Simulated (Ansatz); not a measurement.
Base system: AlN in the zinc blende structure (space group F-43m, No. 216; a = 4.342 Å).

Method: LDA (Ansatz, a quantum-chemistry and plane-wave program, PAW, scalar-relativistic without spin-orbit coupling).

Before the change:

- Width of the top valence band = 2.76 eV
- Smallest direct gap = 4.39 eV

Modification: an isotropic linear strain of −1.00 %; the atoms relax in the strained cell.

### Question
How does this affect the width of the top valence band?

### Answer
The width of the top valence band increases by 0.068 eV to 2.82 eV.

### Question
What happens to the energy relative to the base?

### Answer
The energy increases by 6.2 meV/atom.

### Question
Estimate the effect on the smallest direct gap.

### Answer
The smallest direct gap goes up by 0.27 eV, from 4.39 eV to 4.66 eV.

Whether these cells are dynamically stable was not tested. This is not the structure that AlN has at room temperature and ambient pressure.
